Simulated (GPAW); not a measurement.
Worked example: self-consistent single point of NiB2W2 (Immm, 5 atoms in the cell) in GPAW.

Method of the run: PBEsol, GPAW PAW datasets PBEsol (made by gpaw-setup) (plane waves; GPAW).

```xyz
5
Lattice="-1.5713 2.2384 3.4784 1.5713 -2.2384 3.4784 1.5713 2.2384 -3.4784" Properties=species:S:1:pos:R:3 pbc="T T T"
Ni     0.0000     0.0000     0.0000
B      0.0000     0.9124     3.4784
B      1.5713     1.3260     0.0000
W      0.0000     2.2384     1.3955
W      1.5713     0.0000     2.0829
```

Reference input (self-consistent single point, DFT LDA (Perdew-Wang 92), plane waves, GPAW PAW datasets LDA (gpaw-data 1.0.1)): mode = pw; ecut = 950 eV; xc = LDA; kpts = 8 8 8; mesh shift (steps) = 0 0 0; occupations.name = fermi-dirac; occupations.width = 0.1 eV; nbands = -9; convergence.density = 1e-05 e/electron; convergence.energy = 1e-05 eV/electron; symmetry.symmorphic = false; symmetry.tolerance = 0.0005. This run's input differs from it in these lines:

```diff
@@ -16,3 +16,3 @@
 calc = GPAW(mode={'name': 'pw', 'ecut': 950},
-            xc='LDA',
+            xc='PBEsol',
             kpts={'size': (8, 8, 8), 'gamma': True},
```

Its files differ too (potentials: GPAW PAW datasets PBEsol (made by gpaw-setup)).

Output (repeated stretches shortened):

```
     iter     time        total  log10-change:
                         energy   eigst   dens
iter:   1 --:--:--   -51.504347
iter:   2 --:--:--   -50.820172   -0.61  -1.23
iter:   3 --:--:--   -49.669618   -0.80  -1.28
iter:   4 --:--:--   -49.328868   -1.50  -1.62
iter:   5 --:--:--   -49.347382   -2.42  -1.75
   [... 2 lines left out ...]
iter:   8 --:--:--   -49.407287   -3.22  -2.54
iter:   9 --:--:--   -49.398376   -2.96  -2.48
iter:  10 --:--:--   -49.397513   -4.62  -3.02
iter:  11 --:--:--   -49.397533   -4.78  -3.35
iter:  12 --:--:--   -49.397539c  -4.60  -3.30
iter:  13 --:--:--   -49.397497c  -6.32  -3.73
iter:  14 --:--:--   -49.397485c  -6.55  -3.86
iter:  15 --:--:--   -49.397484c  -6.76  -4.02
iter:  16 --:--:--   -49.397480c  -7.27  -4.07
iter:  17 --:--:--   -49.397481c  -6.83  -4.13
iter:  18 --:--:--   -49.397482c  -7.17  -4.31
iter:  19 --:--:--   -49.397490c  -7.15  -4.33
iter:  20 --:--:--   -49.397485c  -7.62c -4.47
iter:  21 --:--:--   -49.397483c  -8.10c -4.49
iter:  22 --:--:--   -49.397483c  -7.78c -4.52
iter:  23 --:--:--   -49.397484c  -8.21c -4.58
iter:  24 --:--:--   -49.397484c  -8.71c -4.62
iter:  25 --:--:--   -49.397485c  -7.52c -4.65
iter:  26 --:--:--   -49.397485c  -8.61c -4.98
iter:  27 --:--:--   -49.397483c  -8.88c -5.05c
Converged after 27 iterations.

Dipole moment: (0.000000, -0.000000, -0.000000) |e|*Ang

Energy contributions relative to reference atoms: (reference = -919949.845869)

Kinetic:        +50.374342
Potential:      -45.343786
External:        +0.000000
XC:             -54.388883
Entropy (-ST):   -0.048448
Local:           -0.014932
SIC:             +0.000000
--------------------------
Free energy:    -49.421707
Extrapolated:   -49.397483

Showing only first 2 kpts
 Kpt  Band  Eigenvalues  Occupancy
  0    23     13.44985    2.00000
  0    24     14.32027    1.98387
  0    25     16.79330    0.00000
  0    26     17.30803    0.00000

  1    23     13.00918    2.00000
  1    24     13.26302    2.00000
  1    25     17.07476    0.00000
  1    26     17.29331    0.00000

Fermi level: 14.80149

No gap
   [... lines left out ...]

Forces in eV/Ang:
  0 Ni    0.00000    0.00000   -0.00000
  1 B     0.00000    0.04571    0.00000
  2 B     0.00000   -0.04571    0.00000
  3 W     0.00000    0.00000    0.16838
  4 W     0.00000    0.00000   -0.16838

Stress tensor:
    -0.093868    -0.000000     0.000000
    -0.000000    -0.092914     0.000000
     0.000000     0.000000    -0.094881
Stress (GPa, Voigt): [-15.0394 -14.8864 -15.2016   0.       0.      -0.    ]
```

The run converged in 27 iterations. GPAW prints stress with tension positive. Against the reference run the largest force goes from 0.070 to 0.168 eV/Å.

At such cutoffs GPAW's stress carries a finite-basis (Pulay) error, which enters relaxed cells too; its log prints stress with tension positive.

The starting cell comes from a database of computed structures (which also holds hypothetical and non-ambient phases and stackings), without a prior relaxation at this level. Its lattice was rescaled by a random factor within 2.5 % of one. Spin polarisation is off.

Cost on one core of a shared machine: roughly 6 min.
